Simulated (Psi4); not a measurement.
Psi4 1.11, unrestricted WB97X/def2-svpd: Si(Br)4 triplet (Br[Si](Br)(Br)Br), charge 0, multiplicity 3, 5 atoms. The geometry is a generated start, not checked to be a minimum at this level.

```yaml
task: energy
method: wb97x
basis: def2-svpd
memory: 3 GB
maxiter: 100
keys_of_the_molecule_block: symmetry c1
scf_type: df (default)
guess: auto, which took SAD (default)
scf_initial_accelerator: adiis (default)
e_convergence: 1e-06 (default)
d_convergence: 1e-06 (default)
dft_radial_points: 75 (default)
dft_spherical_points: 302 (default)
basis_functions: 188
grid_points: 107815
```

```xyz
5

Br    -1.1405    -1.5015    -1.1364
Si     0.0047     0.0085    -0.0059
Br    -1.1460     1.8956     0.0797
Br     1.9608     0.3458    -0.9805
Br     0.3211    -0.7484     2.0431
```

Charge 0 and multiplicity 3 are set for this test and not shown to be the ground state.

One run each on 2 threads. Values of diis_max_vecs tried: 3, 6, 10 (default), 20.

How does the count of SCF iterations change with diis_max_vecs, and where is it least?

Fewest SCF iterations, within one of each other: 10 (default) with 21, 20 with 21. The count rises to 44 at 3. All converge to one solution.

```csv
diis_max_vecs,SCF iterations,end
3,44,same solution
6,23,same solution
10 (default),21,same solution
20,21,same solution
```
